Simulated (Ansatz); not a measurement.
The reference is AlNi in the CsCl type structure (space group Pm-3m, No. 221; non-magnetic).

```cif
data_AlNi
_chemical_formula_sum 'Al1 Ni1'
_space_group_name_H-M_alt 'P 1'
_space_group_IT_number 1
_cell_length_a 2.89266
_cell_length_b 2.89266
_cell_length_c 2.89266
_cell_angle_alpha 90.000
_cell_angle_beta 90.000
_cell_angle_gamma 90.000
loop_
_space_group_symop_operation_xyz
  'x, y, z'
loop_
_atom_site_label
_atom_site_type_symbol
_atom_site_fract_x
_atom_site_fract_y
_atom_site_fract_z
_atom_site_occupancy
Al1 Al 0.00000 0.00000 0.00000 1
Ni1 Ni 0.50000 0.50000 0.50000 1
```

Level of theory: PBE in Ansatz (plane waves to 420 eV, PAW, scalar-relativistic without spin-orbit coupling), earlier PAW set.

Base values:

```
Quantity            Value
---------------  --------
Volume per atom  12.10 Å³
```

Now apply this change: a negative pressure, −1 GPa.

Task: Estimate the effect on the volume per atom.

Result: The volume per atom grows by 0.08 Å³, from 12.10 Å³ to 12.18 Å³.

Load acts through the strain it causes; cell and atoms are relaxed under it. Stability against distortions was not tested. Starting moments died away, wholly or in part, for the base; another magnetic solution may exist. All final runs are without spin polarisation.

Ansatz is a program for electronic structure.
